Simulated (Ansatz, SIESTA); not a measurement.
Code comparison for BaCdSbF (P4/nmm, 8 atoms in the cell)

Self-consistent single point.

```yaml
crystal:
  lattice:
    - [4.63263, 0.00000, 0.00000]
    - [0.00000, 4.63263, 0.00000]
    - [0.00000, 0.00000, 9.80636]
  atoms:
    - { symbol: Ba, position: [0.00000, 0.50000, 0.64049] }
    - { symbol: Ba, position: [0.50000, 0.00000, 0.35951] }
    - { symbol: Cd, position: [0.50000, 0.50000, 0.00000] }
    - { symbol: Cd, position: [0.00000, 0.00000, 0.00000] }
    - { symbol: Sb, position: [0.00000, 0.50000, 0.18461] }
    - { symbol: Sb, position: [0.50000, 0.00000, 0.81539] }
    - { symbol: F, position: [0.50000, 0.50000, 0.50000] }
    - { symbol: F, position: [0.00000, 0.00000, 0.50000] }
```

Shared settings, as Ansatz (an electronic-structure program) writes them: kpoints.mp_grid.grid = 6 6 3; scf.occupations.method = fermi_dirac; scf.occupations.width = 0.01 eV. Potentials and cutoffs stand in the table.

```csv
code,model,pressure (GPa),largest force (eV/Å),gap on the mesh (eV),cutoff
SIESTA,"GGA PBEsol, numerical atomic orbitals DZP, PseudoDojo PBEsol standard norm-conserving potentials (rewritten from UPF to PSML)",-0.67,0.270,0.406,grid 300 Ry
Ansatz,"PBEsol, PAW files made with PBE",-2.28,0.092,0.215,default
```

Size of the force on each atom (eV/Å): Sizes of forces hide their directions.

```
code      Ba1    Ba2    Cd3    Cd4    Sb5    Sb6     F7     F8
------  -----  -----  -----  -----  -----  -----  -----  -----
SIESTA  0.270  0.270  0.000  0.000  0.061  0.061  0.000  0.000
Ansatz  0.092  0.092  0.000  0.000  0.017  0.017  0.000  0.000
```

Gaps are read on the mesh.

On Ansatz's run: spin-orbit coupling is off.

The spread over the programs that give each value: pressure within 1.61 GPa; largest force within 0.178 eV/Å; gap on the mesh within 0.191 eV.

SIESTA uses small atom-centred bases, whose incompleteness enters pressures, forces and empty levels differently from a plane-wave cutoff. Ansatz's pressure is given at a fixed set of plane waves, as the other plane-wave codes print theirs; with its correction for the finite basis it is -2.19 GPa.

On the base mesh (3 3 2) the same programs gave: Ansatz pressure -2.18 GPa, gap on the mesh 0.164 eV; SIESTA pressure -0.55 GPa, gap on the mesh 0.347 eV.

The values differ from the base mesh's, so the mesh still matters here: the table compares the programs at equal settings.

The starting cell comes from a database of computed structures (which also holds hypothetical and non-ambient phases and stackings), without a prior relaxation at this level.

Left out of this page: CP2K (on another mesh).

Keys are those of Ansatz 0.2.
